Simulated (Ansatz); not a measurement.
# Migration barriers: Mg-vacancy pair in monoclinic HfO2, charge state -6

Defect: Mg-vacancy pair (Mg on one host Hf site, one Hf site vacant) in monoclinic HfO2, charge state -6. These are PBE, PAW (plane waves to 420 eV; Ansatz, a program for electronic structure) values and carry that method's errors.

Cell of 96 host sites held at the relaxed PBE lattice; the Γ point alone; Fermi-Dirac width 0.01 eV, spin-restricted; finite-size errors left in. Energies are static. Spin-orbit coupling is left out. The charge state is imposed; whether it is stable for some Fermi level was not computed. Forms of the defect that were not tried may lie lower.

Barriers: single points on a 2×2×2 k-point mesh shifted by half a step at the bands' geometries.

```csv
Route,Start site over the lowest site run (eV),Hop (Å),Forward barrier (eV),Backward barrier (eV),Neighbours at the start,Neighbours at the saddle,Saddle order,"Forward, on the band's own sampling (eV)"
Mg and the vacancy change places (Mg-vacancy distance between ideal sites 3.44 Å throughout),0.06,3.24,0.89,0.96,"O at 2.01, O at 2.08, O at 2.10, O at 2.14, O at 2.26, O at 2.46 Å","O at 1.86, 2 O at 1.93 Å",not checked,0.88
```

Paths come from CI-NEB runs.   A further band (Mg and the vacancy change places (Mg-vacancy distance between ideal sites 3.34 Å throughout), 2.53 Å) gave 0.47 eV forward on its own sampling, 0.69 eV above the lowest site run, but a shoulder points to a second hump between its images, so it is not taken as a result.

The whole set of runs took around 9 core-hours (rough).
